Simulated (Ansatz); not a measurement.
Start from Cs in the bcc (W type) structure (space group Im-3m, No. 229; a = 6.0072 Å; relaxed with 0.1 eV smearing). Axes: x, y, z lie along the cube axes.

The values are results of PBEsol (Ansatz, a first-principles code; PAW; 420 eV plane waves; spin-orbit coupling left out), not measurements.

Strains are applied to the cell and any free atomic positions relax; under biaxial strain the out-of-plane vector relaxes too.

One change was made to it. Results:

| quantity | base | after |
|---|---|---|
| energy relative to the base (free energy F) | 0 meV/atom | +0.2 meV/atom |
| volume per atom | 108.39 Å³ | 107.99 Å³ |

Task: What was done to the base?
(A) biaxial strain −2.00 %, plane normal [001], relaxed out of plane
(B) biaxial strain +1.00 %, plane normal [001], relaxed out of plane
(C) biaxial strain −1.00 %, plane normal [001], relaxed out of plane
(D) biaxial strain +0.50 %, plane normal [001], relaxed out of plane
(E) biaxial strain −0.50 %, plane normal [001], relaxed out of plane

Result: A, biaxial strain −2.00 %, plane normal [001], relaxed out of plane. For comparison, the volume per atom in the other runs: biaxial strain −1.00 %, plane normal [001], relaxed out of plane gives 108.08 Å³; biaxial strain +0.50 %, plane normal [001], relaxed out of plane gives 108.64 Å³; biaxial strain +1.00 %, plane normal [001], relaxed out of plane gives 108.86 Å³; biaxial strain −0.50 %, plane normal [001], relaxed out of plane gives 108.25 Å³.

No phonon test of stability was made. All final runs are without spin polarisation.
